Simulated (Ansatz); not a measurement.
The parent structure is SnO in the litharge type structure (space group P4/nmm, No. 129; a = 3.793 Å, c = 4.764 Å; layered, stacked along the Cartesian z axis).

The values are results of r2SCAN+rVV10 (Ansatz, a first-principles code, PAW, no spin-orbit coupling), earlier PAW set, not measurements.

Before the change:

| Item | Result |
|---|---|
| Gap character | absent |
| Band gap | zero |
| Pressure | 0.0 GPa |

Now apply this change: the cell is scaled by 1.0251 in all directions; the atoms relax in the strained cell.

Problem. How does this affect the gap character?

Solution. The gap character becomes indirect, M–Γ (87 % along) → M (base: absent).

Problem. Estimate the effect on the band gap.

Solution. The band gap becomes 0.66 eV (base: zero).

Problem. What happens to the largest internal atomic displacement?

Solution. The largest internal atomic displacement comes out as 0.054 Å.

Problem. What does the calculation give for the pressure after the change?

Solution. The pressure (mean of the normal stresses, compression positive) goes from zero to -3.6 GPa.

Stability against distortions was not tested. All final runs are without spin polarisation. A zero or small gap of SnO can be the functional's error rather than a property of the material.
